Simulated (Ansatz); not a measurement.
The parent structure is LiNbO3 (space group R3c, No. 161).

```
CELL_PARAMETERS angstrom
      2.53373     1.46285     4.56243
     -2.53373     1.46285     4.56243
      0.00000    -2.92570     4.56243
ATOMIC_POSITIONS crystal
  Li 0.28114 0.28114 0.28114
  Li 0.78114 0.78114 0.78114
  Nb 0.99752 0.99752 0.99752
  Nb 0.49752 0.49752 0.49752
  O  0.10552 0.36572 0.71719
  O  0.71719 0.10552 0.36572
  O  0.36572 0.71719 0.10552
  O  0.21719 0.86572 0.60552
  O  0.86572 0.60552 0.21719
  O  0.60552 0.21719 0.86572
```

Cartesian axes are those of the cell as printed.

Level of theory: LDA in Ansatz (plane waves to 420 eV, PAW, spin-orbit coupling left out).

One thing is altered: compressive biaxial strain of 3.00 % in the plane normal to [001], as in epitaxy on a mismatched substrate; the out-of-plane cell vector and the atoms relax.

**Question.** What does the calculation give for the in-plane stress and ratio −ε⊥/ε∥ after the change?

**Answer.** The mean in-plane stress (compression positive) is +7.9 GPa; the ratio −ε⊥/ε∥ comes out as 0.67.

Whether these cells are dynamically stable was not tested.

Ansatz is a first-principles code.
